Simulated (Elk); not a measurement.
Band structure of Be (P6_3/mmc, 4 atoms in the cell).

```
CELL_PARAMETERS angstrom
      2.31973     0.00000     0.00000
     -1.15986     2.00894     0.00000
      0.00000     0.00000     7.46374
ATOMIC_POSITIONS crystal
  Be 0.00000 0.00000 0.00000
  Be 0.00000 0.00000 0.50000
  Be 0.33333 0.66667 0.25000
  Be 0.66667 0.33333 0.75000
```

Method: Elk with PBE, all-electron FP-LAPW, Elk's shipped species files, default APW+lo basis.

Settings: xctype = 20; rgkmax = 7; stype = 0; swidth = 0.00499791 Ha; ngridk = 16 16 5.

The starting cell was generated: these elements placed on a structure prototype, without a prior relaxation; it need not be a known phase or ordering of this composition. Its lattice was rescaled by a random factor within 2.5 % of one. Values depend on the basis (sphere radii, cutoffs, local orbitals), which need not be converged.

Levels in eV from the Fermi level, bands 1 to 8:
```tsv
point	1	2	3	4	5	6	7	8
Γ	-10.92	-8.91	-8.88	-4.40	0.37	9.30	9.30	15.23
M	-4.64	-3.80	-3.42	-2.60	0.96	0.98	3.91	5.59
K	-1.84	-1.84	-1.02	-0.97	-0.47	-0.47	2.27	2.27
A	-10.41	-10.41	-6.47	-6.47	3.58	3.58	15.51	15.51
L	-4.34	-4.34	-2.94	-2.94	1.46	1.46	3.34	3.34
H	-1.86	-1.86	-0.99	-0.99	-0.45	-0.45	2.31	2.31
```

Bands cross the Fermi level along this path, so the cell is metallic at this level.
